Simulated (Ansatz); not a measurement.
The parent structure is BAs in the zinc blende structure (space group F-43m, No. 216).

```yaml
crystal:
  lattice:
    - [0.00000, 2.38393, 2.38393]
    - [2.38393, 0.00000, 2.38393]
    - [2.38393, 2.38393, 0.00000]
  atoms:
    - { symbol: As, position: [0.75000, 0.75000, 0.75000] }
    - { symbol: B, position: [0.00000, 0.00000, 0.00000] }
```

Cartesian axes are those of the cell as printed.

Level of theory: plane-wave PAW DFT at the PBEsol level (Ansatz, an electronic-structure program, 420 eV), without spin-orbit coupling.

Before the change:

```
Item                             Value
-----------------------------  -------
Shortest interatomic distance  2.065 Å
```

One thing is altered: biaxial strain +2.29 %, plane normal [111], relaxed out of plane (Cartesian); in-plane vectors clamped, the third vector and the atoms free.

Question: What does the calculation give for the energy relative to the base, out-of-plane strain, shortest interatomic distance and hole mass after the change?

Answer: The energy grows by 16 meV/atom; the out-of-plane strain amounts to -0.52 %; the shortest interatomic distance goes up by 0.0026 Å to 2.067 Å; the hole mass comes out as 0.12 mₑ out of plane, 0.46 mₑ in plane (at Γ).

The levels and masses belong to the bands next to the band gap. Masses are band curvatures over ±0.01 Å⁻¹ around the edge. Whether these cells are dynamically stable was not tested.
